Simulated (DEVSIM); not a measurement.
Device: abrupt Si p-n junction, at 300 K.

Layer 1 from the left is Si, thickness (μm) 1.50, Na (cm⁻³) 3.4e16, τn (s) 5.8e-6, τp (s) 5.8e-6. Layer 2 from the left is Si, thickness (μm) 3.10, Nd (cm⁻³) 1.4e15, τn (s) 5.8e-6, τp (s) 5.8e-6.

Left contact: ohmic. Right contact: ohmic. Voltage is applied to the left contact. Recombination: SRH at mid-gap, radiative. Mobility is constant in doping.

This is a model device: material constants are rounded textbook-type values typed into the input, and sizes, dopings and lifetimes were drawn at random. Values at 300 K.

Si: gap (eV) 1.124, affinity (eV) 4.05, permittivity 11.7, Nc (cm⁻³) 2.86e19, Nv (cm⁻³) 3.1e19, μn (cm²/Vs) 1417, μp (cm²/Vs) 470, B (cm³/s) 4.7e-15.

### Question
Estimate by hand the built-in potential, the peak field at zero bias, the capacitance at -1.5 V, and compare with a numerical solution.

### Answer

- Built-in potential: ni = √(Nc Nv) exp(−Eg/2kT) = 1.08e10 cm⁻³ with Eg = 1.124 eV; Vbi = kT/q ln(Na Nd/ni²) = 0.691 V; numerical 0.691 V.
- Peak field at zero bias: depletion approximation: W = √(2εVbi/(qN)) = 0.815 μm with N = 1.34e15 cm⁻³; field = 2Vbi/W = 17000 V/cm; numerical 17400 V/cm (estimate below by 2.7 %).
- Capacitance at -1.5 V: C = √(qεN / 2(Vbi + |V|)) = 7.14 nF/cm²; numerical 7.22 nF/cm² (estimate below by 1.2 %).

DEVSIM, 1D drift-diffusion, Boltzmann statistics, complete ionisation; no tunnelling, impact ionisation, image-force lowering or self-heating.
